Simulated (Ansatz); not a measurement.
```
GaN
1.0
    3.15181     0.00000     0.00000
   -1.57590     2.72955     0.00000
    0.00000     0.00000     5.13818
Ga N
2 2
Direct
  0.66667   0.33333   0.00081
  0.33333   0.66667   0.50081
  0.66667   0.33333   0.62439
  0.33333   0.66667   0.12439
```

Relaxed-ion tensors in this frame from DFT at the LDA level (Ansatz, an electronic-structure program). Proper piezoelectric stress tensor e (C/m²):

```
 0.00   0.00   0.00   0.00   0.32   0.00
 0.00   0.00   0.00   0.32   0.00   0.00
 0.47   0.47  -0.82   0.00   0.00   0.00
```

Stiffness C (GPa):

```
 367   138   100   0.0   0.0   0.0
 138   367   100   0.0   0.0   0.0
 100   100   410   0.0   0.0   0.0
 0.0   0.0   0.0  96.6   0.0   0.0
 0.0   0.0   0.0   0.0  96.6   0.0
 0.0   0.0   0.0   0.0   0.0   114
```

Another polymorph of this substance is known too; which is more stable was not tested here.

**Question.** Obtain the piezoelectric strain tensor d.

**Answer.** d = e S with S = C⁻¹, in pC/N:

```
 0.0   0.0   0.0   0.0   3.3   0.0
 0.0   0.0   0.0   3.3   0.0   0.0
 1.5   1.5  -2.7   0.0   0.0   0.0
```
Away from Γ the polar cell without biaxial strain shows no imaginary mode on a 2×2×2 mesh.
